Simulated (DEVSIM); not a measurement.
## Schottky contact on n-type Ge

Structure: Schottky contact on n-type Ge, at 400 K.

| layer (left to right) | material | thickness (μm) | Nd (cm⁻³) | τn (s) | τp (s) |
|---|---|---|---|---|---|
| 1 | Ge | 20.0 | 3e15 | 1.1e-7 | 1.1e-7 |
| 2 | Ge | 0.890 | 2.2e18 | 1.1e-7 | 1.1e-7 |

Left contact: Schottky, work function 4.37 eV, emission velocity 1.5e6 cm/s. Right contact: ohmic. Voltage is applied to the left contact. Recombination: SRH at mid-gap. Mobility is constant in doping.

This is a model device: material constants are rounded textbook-type values typed into the input, and sizes, dopings and lifetimes were drawn at random. Values at 300 K; Nc and Nv go as T^1.5, mobilities as T to minus their exponent, the gap by Varshni's rule with the affinity fixed.

| parameter | Ge |
|---|---|
| gap (eV) | 0.664 |
| affinity (eV) | 4 |
| permittivity | 16 |
| Nc (cm⁻³) | 1.04e19 |
| Nv (cm⁻³) | 6e18 |
| μn (cm²/Vs) | 3900 |
| μp (cm²/Vs) | 1900 |
| T exponent of μn | 1.66 |
| T exponent of μp | 2.33 |
| Varshni α (eV/K) | 0.000477 |
| Varshni β (K) | 235 |

Simulated with DEVSIM: 1D drift-diffusion, Boltzmann statistics, complete ionisation; no tunnelling, impact ionisation, image-force lowering or self-heating. Metal contacts follow the ideal Schottky-Mott rule: no Fermi-level pinning, no interface dipoles.

| Property | Result |
|---|---|
| Potential step across the device at zero bias | 0.302 V |
| Dark forward voltage at 100 A/cm² | 0.120 V |

Dark forward current:

```csv
V (V),J (A/cm²)
0.05,31
0.10,76
0.15,150
0.20,270
0.25,470
0.30,770
0.35,1200
0.40,1700
0.45,2300
```
